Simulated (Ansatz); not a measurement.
The starting structures come from a database of crystals and need not be the phases stable at ambient conditions.

Inside the gap of an insulator the Bloch states are evanescent, with a wavenumber k + iκ along the transport direction.

Input:

```yaml
crystal:
  lattice:
    - [6.04409, 0.00000, 0.00000]
    - [0.00000, 8.60454, 0.00000]
    - [3.02204, -4.30227, 3.11138]
  atoms:
    - { symbol: Mg, position: [0.75000, 0.11181, 0.50000] }
    - { symbol: Mg, position: [0.25000, 0.88819, 0.50000] }
    - { symbol: Mg, position: [0.00000, 0.50000, 0.50000] }
    - { symbol: Mg, position: [0.50000, 0.50000, 0.50000] }
    - { symbol: Sn, position: [0.50000, 0.00000, 0.00000] }
    - { symbol: Sn, position: [0.00000, 0.50000, 0.00000] }
    - { symbol: O, position: [0.98375, 0.74656, 0.50000] }
    - { symbol: O, position: [0.01625, 0.25344, 0.50000] }
    - { symbol: O, position: [0.51625, 0.74656, 0.50000] }
    - { symbol: O, position: [0.48375, 0.25344, 0.50000] }
    - { symbol: O, position: [0.51837, 0.74570, 0.96326] }
    - { symbol: O, position: [0.48163, 0.25430, 0.03674] }
    - { symbol: O, position: [0.98163, 0.28244, 0.03674] }
    - { symbol: O, position: [0.01837, 0.71756, 0.96326] }
```

Space group of this cell: Imma. The cell is taken as given; by PBEsol its mean pressure is 0.8 GPa.

Transport runs along the normal of the first two printed cell vectors.

The gap is the functional's own. No spin-orbit coupling. Mid-gap values are interpolated on the energy grid.

Question: Compute, with PBEsol in Ansatz (a quantum-chemistry and plane-wave program), the band gap and the smallest decay constant κ at mid-gap.

Answer: Gap 2.72 eV on a 10×10×10 mesh; κ = 0.257 1/Å, at the zone centre.
